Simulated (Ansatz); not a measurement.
**Response to strain in hypothetical P6_3/mmc HgI2**

Start from HgI2 in the 2H-MoS2 type structure (space group P6_3/mmc, No. 194; a = 4.155 Å, c = 14.393 Å; a hypothetical phase, not in the database extracts checked). Axes: x lies along a and z along c of the hexagonal cell.

Strains are applied to the cell and any free atomic positions relax; under biaxial strain the out-of-plane vector relaxes too.

The values are results of plane-wave PAW DFT at the r2SCAN+rVV10 level (Ansatz, a quantum-chemistry and plane-wave program, 500 eV), spin-orbit coupling left out, not measurements.

Notes on the quantities. pressure: mean of the normal stresses, compression positive.

```json
[
 {"case": "base", "band gap": "0.66 eV", "smallest direct gap": "0.75 eV", "shortest interatomic distance": "3.064 Å", "pressure": "0.00 GPa"},
 {"case": "biaxial strain −1.14 %, plane normal [001], relaxed out of plane", "band gap": "0.67 eV", "smallest direct gap": "0.76 eV", "shortest interatomic distance": "3.050 Å", "pressure": "0.58 GPa"},
 {"case": "biaxial strain −0.82 %, plane normal [001], relaxed out of plane", "band gap": "0.68 eV", "smallest direct gap": "0.76 eV", "shortest interatomic distance": "3.054 Å", "pressure": "0.41 GPa"},
 {"case": "biaxial strain +3.37 %, plane normal [001], relaxed out of plane", "band gap": "0.57 eV", "smallest direct gap": "0.67 eV", "shortest interatomic distance": "3.112 Å", "pressure": "-1.41 GPa"},
 {"case": "biaxial strain +3.47 %, plane normal [001], relaxed out of plane", "band gap": "0.57 eV", "smallest direct gap": "0.67 eV", "shortest interatomic distance": "3.114 Å", "pressure": "-1.45 GPa"},
 {"case": "isotropic strain −4.21 %", "band gap": "0.25 eV", "smallest direct gap": "0.43 eV", "shortest interatomic distance": "2.994 Å", "pressure": "4.19 GPa"},
 {"case": "isotropic strain +1.40 %", "band gap": "0.76 eV", "smallest direct gap": "0.82 eV", "shortest interatomic distance": "3.087 Å", "pressure": "-0.85 GPa"},
 {"case": "isotropic strain +4.21 %", "band gap": "0.88 eV", "smallest direct gap": "0.91 eV", "shortest interatomic distance": "3.133 Å", "pressure": "-2.05 GPa"}
]
```

Spin-orbit coupling, missing from the scalar runs, can matter with Hg and I. Whether these cells are dynamically stable was not tested. The zero or small gap of HgI2 under isotropic strain −4.21 % can change with the level of theory.
